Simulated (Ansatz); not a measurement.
β-phase InSe (model structure)

Calculation: HSE06-D3(BJ) (PAW; Ansatz, a quantum-chemistry and plane-wave program).

Cell: relaxed with PBE-D3(BJ): a = 4.032 Å, b = 4.032 Å, c = 16.768 Å, α = 90.00°, β = 90.00°, γ = 120.00°.

For β-phase InSe (model structure), the interlayer binding energy is 27.1 meV/Å².

Note: the relaxation could raise the start's symmetry but not lower it, so the cell can be a saddle point.

Spin–orbit coupling is not included.

Computed values are for the static lattice.

The result took roughly 15 core-minutes.

A model structure was made by putting elements into a prototype or built by hand; it is no filed structure, need not be a known phase, and can be a saddle point held by its symmetry.
